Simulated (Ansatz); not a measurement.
Ag, response to strain

Take Ag in the fcc (Cu type) structure (space group Fm-3m, No. 225; a = 4.054 Å; relaxed with 0.1 eV smearing) as the base.

Strains are applied to the cell and any free atomic positions relax.

Level of theory: Ansatz (an electronic-structure program), PBEsol, PAW, cutoff 420 eV, no SOC.

Notes on the quantities. energy relative to the base: free energy F.

```
change                    energy relative to the base  volume per atom  pressure
------------------------  ---------------------------  ---------------  --------
base                                       0 meV/atom         16.65 Å³   0.0 GPa
isotropic strain −3.00 %                 +58 meV/atom         15.20 Å³  14.1 GPa
isotropic strain −2.50 %                 +39 meV/atom         15.44 Å³  11.2 GPa
isotropic strain −2.00 %                 +24 meV/atom         15.68 Å³   8.6 GPa
isotropic strain −1.50 %                 +13 meV/atom         15.92 Å³   6.1 GPa
isotropic strain −0.50 %                +1.4 meV/atom         16.41 Å³   1.9 GPa
isotropic strain +1.50 %                          [?]         17.42 Å³       [?]
isotropic strain +2.00 %                 +20 meV/atom         17.67 Å³  -6.0 GPa
isotropic strain +2.50 %                 +31 meV/atom         17.94 Å³  -7.1 GPa
isotropic strain +3.00 %                 +44 meV/atom         18.20 Å³  -8.2 GPa
```

Question: Fill in the withheld entries from the trend.

Answer: 
- isotropic strain +1.50 %, energy relative to the base: +12 meV/atom
- isotropic strain +1.50 %, pressure: -4.7 GPa

Whether these cells are dynamically stable was not tested.
